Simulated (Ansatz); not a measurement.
The reference is BP in the zinc blende structure (space group F-43m, No. 216; a = 4.548 Å).

Calculations: PBE (Ansatz, an electronic-structure program), scalar-relativistic without spin-orbit coupling, earlier PAW set.

One change was made to it. Results:

| quantity | base | after |
|---|---|---|
| lattice parameter a | 4.548 Å | 4.070 Å |
| width of the top valence band | 5.43 eV | 7.53 eV |
| hole mass (degenerate bands, along [100]) | 0.26, 0.26, 0.33 mₑ (at Γ) | 0.24, 0.24, 0.53 mₑ (at Γ) |

### Question
Which change produced these results?
A. pressure 100 GPa
B. pressure 30 GPa
C. pressure −2 GPa

### Answer
A, pressure 100 GPa. For comparison, the lattice parameter a in the other runs: pressure 30 GPa gives 4.338 Å; pressure −2 GPa gives 4.567 Å.

The levels and masses belong to the bands next to the band gap. Load acts through the strain it causes; cell and atoms are relaxed under it. Effective masses come from finite differences of ±0.01 Å⁻¹. No phonon test of stability was made. No other phases were tried under pressure.
